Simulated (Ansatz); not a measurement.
The starting structures come from a database of crystals and need not be the phases stable at ambient conditions.

Tunnelling through a barrier is set by its complex band structure: the current falls as exp(−2κd) with the smallest κ.

Consider the following.

```
BaTiO3
1.0
    5.69651     0.00000     0.00000
   -2.84825     4.93332     0.00000
    2.84826     1.64444     2.40563
Ba Ti O
1 1 3
Direct
  0.99972   0.99986   0.00042
  0.97334   0.48667   0.53999
  0.53133   0.02028   0.95762
  0.02210   0.51105   0.95762
  0.53133   0.51105   0.95762
```

The cell is strained (lengths along the current scaled by 1.03, ions clamped); by r2SCAN it stands under a pressure of -6.1 GPa.

Transport runs along the normal of the first two printed cell vectors, the (001) (indices of the unstrained crystal) plane of the conventional cell.

The gap is the functional's own, uncorrected, and κ follows it; spin-orbit coupling is left out. Mid-gap means the computed energy nearest the middle.

Q: State the band gap and the smallest decay constant κ at mid-gap according to r2SCAN (Ansatz, a quantum-chemistry and plane-wave program).

A: Gap 2.65 eV on a 12×12×12 mesh; κ = 0.377 1/Å, at (0.167, 0.000) of the in-plane reciprocal vectors. At the zone centre the slowest state has κ = 0.39 1/Å.
